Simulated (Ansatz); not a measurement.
We consider fluorite AuAl2, described by PBE-D3(BJ) in Ansatz (PAW).

Run with plane-wave cutoff 500 eV, 16×16×16 k mesh, Fermi–Dirac smearing 0.1 eV, scalar-relativistic PAW data made under PBE.

Computed at the level's own relaxed cell.

Question: Estimate the equilibrium volume per atom and lattice constant a that the calculation returns.

Answer: 
* **equilibrium volume per atom**: 17.94 Å³/atom
* **lattice constant a**: 5.993 Å

Spin–orbit coupling is not included; it can shift volumes and moduli of such heavy elements.

Static lattice: no zero-point or thermal effects.

Ansatz is a first-principles code.
